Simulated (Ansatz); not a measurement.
**SnO, point defects**

Consider a 16-atom supercell of SnO in the litharge type structure (space group P4/nmm, No. 129; a = 3.837 Å, c = 4.759 Å; layered, stacked along the Cartesian z axis) at its relaxed geometry.

One neutral defect a cell, atoms relaxed at fixed cell.

Method: PBE-D3(BJ) (Ansatz, a program for electronic structure, PAW, no spin-orbit coupling).

```tsv
case	largest displacement of a host atom from its site in the perfect cell	pressure
perfect supercell	–	0.0 GPa
C on a O site	0.12 Å	-0.1 GPa
H interstitial (started 2.27 Å from the nearest host atom)	(withheld)	(withheld)
O interstitial (started 2.27 Å from the nearest host atom), symmetric start	0.24 Å	-0.7 GPa
F on a O site	0.16 Å	-0.5 GPa
Sn on a O site (antisite), symmetric start	0.40 Å	7.3 GPa
```

Q: Complete the table.

A: 
- H interstitial (started 2.27 Å from the nearest host atom), largest displacement of a host atom from its site in the perfect cell: 0.07 Å
- H interstitial (started 2.27 Å from the nearest host atom), pressure: 0.3 GPa

In so small a cell the defect repeats every few ångströms: this is an ordered compound, not a dilute defect. Defects with a symmetric start kept the site's symmetry and may sit on a saddle; the others started slightly shaken. All final runs are without spin polarisation.
